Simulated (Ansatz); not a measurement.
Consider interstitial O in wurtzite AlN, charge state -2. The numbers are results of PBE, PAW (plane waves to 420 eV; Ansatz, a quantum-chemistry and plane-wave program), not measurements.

Cell of 72 host sites held at the relaxed PBE lattice; the Γ point alone; Fermi-Dirac width 0.01 eV, spin-restricted; finite-size errors left in. Static, classical nuclei. The charge state is imposed; whether it is stable for some Fermi level was not computed. Sites that were not tried may lie lower.

Barriers: single points on a 2×2×2 k-point mesh shifted by half a step along c at the bands' geometries (they differ from the bands' own by up to 0.16 eV, and are uncertain by about as much).

The step: a direct jump of one O atom; the atom moves 2.48 Å along (0.00, 0.00, 0.49) of the unit cell; the moving atom starts with neighbours 3 Al at 1.80 Å and ends with 3 Al at 1.80 Å.

Question: What is the computed migration barrier of this step (PBE, PAW)?

Answer: 1.86 eV, the same both ways. At the saddle the moving atom has neighbours 3 Al at 1.77; 3 N at 2.16 Å. The saddle point's order was not checked, and it lies on a symmetry element of the cell, where a band can be held.
